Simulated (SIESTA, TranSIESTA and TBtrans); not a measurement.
System: Pd chain with one Ti atom in place of Pd. Leads: straight Pd chain, spacing 2.5 Å. Geometry: 3 atoms about the centre moved by SIESTA (PBE, DZP) to a largest force of 0.01 eV/Å, all others as built, motion along the axis alone. Transport runs along z; the first 6 and the last 6 of the 19 atoms are the lead cells, repeated to infinity.

```xyz
19
Lattice="9.000 0.000 0.000 0.000 9.000 0.000 0.000 0.000 47.300" Properties=species:S:1:pos:R:3 pbc="F F T"
Pd     4.500     4.500     0.000
Pd     4.500     4.500     2.500
Pd     4.500     4.500     5.000
Pd     4.500     4.500     7.500
Pd     4.500     4.500    10.000
Pd     4.500     4.500    12.500
Pd     4.500     4.500    15.000
Pd     4.500     4.500    17.500
Pd     4.500     4.500    20.167
Ti     4.500     4.500    22.400
Pd     4.500     4.500    24.633
Pd     4.500     4.500    27.300
Pd     4.500     4.500    29.800
Pd     4.500     4.500    32.300
Pd     4.500     4.500    34.800
Pd     4.500     4.500    37.300
Pd     4.500     4.500    39.800
Pd     4.500     4.500    42.300
Pd     4.500     4.500    44.800
```
Starting moments (μB): atom 7 +0.7, atom 8 +0.7, atom 9 +0.7, atom 10 +1.5, atom 11 +0.7, atom 12 +0.7, atom 13 +0.7; lead atoms +0.7 (left) and +0.7 (right).

Run with TranSIESTA and TBtrans (open boundaries, self-consistent; PseudoDojo norm-conserving potentials, scalar-relativistic): Spin polarized, PAO.BasisSize DZP, PAO.EnergyShift 0.15 eV, XC.Authors PBE, Mesh.Cutoff 200 Ry, ElectronicTemperature 300 K, TS.Voltage 0.0 eV, TBT.Elecs.Eta 0.001 eV.

Energies count from the leads' Fermi level. Transmissions are for each spin. The energy step is 0.01 eV; narrower resonances are cut or missed.

| E (eV) | T up | T down |
|---|---|---|
| -0.20 | 1.12 | 1.10 |
| -0.15 | 1.04 | 1.10 |
| -0.10 | 0.999 | 1.10 |
| -0.05 | 0.986 | 1.10 |
| 0.00 | 0.969 | 1.09 |
| 0.05 | 0.954 | 1.07 |
| 0.10 | 0.941 | 1.06 |
| 0.15 | 0.930 | 1.03 |
| 0.20 | 0.921 | 1.00 |

Q: Give the zero-bias conductance in μS and the resistance at 300 K.

A: At the Fermi level the mean of both spins is (0.969 + 1.09)/2 = 1.03. Averaged with −∂f/∂E over the full grid (kT = 25.9 meV) it is 1.03. With G0 = 2e²/h = 77.48 μS, G = 79.8 μS and R = 1/G = 12.5 kΩ.

Q: The eigenchannels at the Fermi level (both spins) transmit 0.969, 0.989, 0.0425, 0.0425, 0.0144. What Fano factor of the shot noise follows at low temperature and bias?

A: F = Σ τ(1 − τ)/Σ τ = 0.136/2.06 = 0.07.

The magnetic order of the leads was set by the start, and no other order was tried; the separate lead runs end at 0.76 (left) and 0.76 (right) μB an atom. The straight chain is held at its spacing; free chains may zigzag or dimerise.
